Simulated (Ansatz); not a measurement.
Start from ZnO in the wurtzite structure (space group P6_3mc, No. 186; a = 3.2796 Å, c = 5.2933 Å). Axes: x lies along a and z along c of the hexagonal cell.

Level of theory: Ansatz (a first-principles code), PBE, PAW, cutoff 420 eV, without spin-orbit coupling.

Base values:

Gap character: direct at Γ
Width of the top valence band: 1.71 eV
Pressure: 0.00 GPa

It is then changed as follows: the cell is stretched by 0.31 % along z with no lateral relaxation; the atoms relax in the strained cell.

Task: Estimate the effect on the gap character, width of the top valence band and pressure.

Result: The gap character stays direct at Γ; the width of the top valence band remains 1.71 eV; the pressure (mean of the normal stresses, compression positive) goes from zero to -0.39 GPa.

Whether these cells are dynamically stable was not tested.
